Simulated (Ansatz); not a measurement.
Base system: Li2Ca in the cubic Laves (MgCu2 type) structure (space group Fd-3m, No. 227; a = 8.673 Å). Axes: x, y, z lie along the cube axes.

All numbers come from Kohn–Sham DFT with the PBEsol functional, run in Ansatz (a first-principles code) with PAW and 420 eV plane waves, spin-orbit coupling left out.

Strains are applied to the cell and any free atomic positions relax; under biaxial strain the out-of-plane vector relaxes too; under stress the whole cell relaxes.

One change was made to it. Results:

The energy increases by 2.1 meV/atom; the volume per atom goes up by 0.64 Å³, from 27.19 Å³ to 27.83 Å³.

Question: Which change produced these results?
(A) biaxial strain +2.14 %, plane normal [001], relaxed out of plane
(B) isotropic strain +4.68 %
(C) uniaxial strain ε_yy = −0.71 %
(D) uniaxial stress, 1 GPa tension along x

Answer: A, biaxial strain +2.14 %, plane normal [001], relaxed out of plane. For comparison, the energy relative to the base in the other runs: isotropic strain +4.68 % gives +25 meV/atom; uniaxial stress, 1 GPa tension along x gives +4.7 meV/atom; uniaxial strain ε_yy = −0.71 % gives +0.1 meV/atom.

Without a gap, meshes like the base's 9×9×9 leave anisotropic stresses uncertain by several tenths of a GPa, and small strain energies with them. Beyond what the load breaks, stability against distortions was not tested.
